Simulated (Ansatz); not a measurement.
The reference is SnS2 in the CdI2 type structure (space group P-3m1, No. 164; a = 3.6260 Å, c = 5.5735 Å; layered, stacked along the Cartesian z axis). Axes: x lies along a and z along c of the hexagonal cell.

Level of theory: Kohn–Sham DFT with the PBEsol-D3(BJ) functional, run in Ansatz (an electronic-structure program) with PAW and 420 eV plane waves, no spin-orbit coupling, earlier PAW set.

For the base:

Band gap: 0.96 eV
Pressure: 0.0 kbar

Now apply this change: strain tensor (xx, yy, zz, yz, xz, xy) = (+2.93, +2.20, −0.91, +1.06, −0.83, −1.19) %; the atoms relax in the strained cell.

Question: Estimate the effect on the band gap.

Answer: The band gap drops by 0.22 eV (0.96 eV → 0.74 eV).

Question: Estimate the effect on the pressure.

Answer: The pressure (mean of the normal stresses, compression positive) goes from zero to -27.8 kbar.

No phonon test of stability was made.
